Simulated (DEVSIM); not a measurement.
System: Au/HfO2/SiO2/p-Si capacitor, at 300 K.

```csv
layer (left to right),material,thickness (nm),Na (cm⁻³)
1,HfO2,27.0,-
2,SiO2,1.20,-
3,Si,1200,2.3e17
```

Metal gate on the left, work function 5.1 eV. Fixed charge at the semiconductor interface 0 cm⁻² (in units of +e); no interface traps.

This is a model device: material constants are rounded textbook-type values typed into the input, and sizes, dopings and lifetimes were drawn at random. Values at 300 K.

| parameter | HfO2 | SiO2 | Si |
|---|---|---|---|
| gap (eV) | 5.7 | 9 | 1.124 |
| affinity (eV) | 2.5 | 0.9 | 4.05 |
| permittivity | 22 | 3.9 | 11.7 |
| Nc (cm⁻³) | - | - | 2.86e19 |
| Nv (cm⁻³) | - | - | 3.1e19 |

Simulated with DEVSIM: 1D Poisson equation in equilibrium, Boltzmann statistics, complete ionisation; no quantum confinement or tunnelling. Metal contacts follow the ideal Schottky-Mott rule: no Fermi-level pinning, no interface dipoles.

**Question.** Tabulate band edges, carrier densities and field at 0.8 V on the gate.

**Answer.** Energies count from the Fermi level of the right contact; mesh points crowd at the junctions.

| x (μm) | Ec (eV) | Ev (eV) | n (cm⁻³) | p (cm⁻³) | field (V/cm) |
|---|---|---|---|---|---|
| 0.000 | 1.800 | -3.900 | < 1e2 | < 1e2 | 91000 |
| 0.001486 | 1.814 | -3.886 | < 1e2 | < 1e2 | 91000 |
| 0.004706 | 1.843 | -3.857 | < 1e2 | < 1e2 | 91000 |
| 0.01168 | 1.907 | -3.793 | < 1e2 | < 1e2 | 91000 |
| 0.02206 | 2.001 | -3.699 | < 1e2 | < 1e2 | 91000 |
| 0.02541 | 2.032 | -3.668 | < 1e2 | < 1e2 | 91000 |
| 0.02695 | 2.046 | -3.654 | < 1e2 | < 1e2 | 91000 |
| 0.02783 | 3.690 | -5.310 | < 1e2 | < 1e2 | 510000 |
| 0.02890 | 0.570 | -0.554 | 7.6e9 | 1.5e10 | 170000 |
| 0.03124 | 0.608 | -0.516 | 1.7e9 | 6.7e10 | 160000 |
| 0.03683 | 0.693 | -0.431 | 6.6e7 | 1.8e12 | 140000 |
| 0.05696 | 0.904 | -0.220 | 19000 | 6.3e15 | 70000 |
| 0.09675 | 0.996 | -0.128 | 540 | 2.2e17 | 1800 |
| 0.1895 | 0.997 | -0.127 | 510 | 2.3e17 | ≈ 0 |
| 0.5232 | 0.997 | -0.127 | 510 | 2.3e17 | ≈ 0 |
| 0.9133 | 0.997 | -0.127 | 510 | 2.3e17 | ≈ 0 |
| 1.094 | 0.997 | -0.127 | 510 | 2.3e17 | ≈ 0 |
| 1.171 | 0.997 | -0.127 | 510 | 2.3e17 | ≈ 0 |
| 1.210 | 0.997 | -0.127 | 510 | 2.3e17 | ≈ 0 |
| 1.221 | 0.997 | -0.127 | 510 | 2.3e17 | ≈ 0 |
| 1.226 | 0.997 | -0.127 | 510 | 2.3e17 | ≈ 0 |
| 1.228 | 0.997 | -0.127 | 510 | 2.3e17 | ≈ 0 |
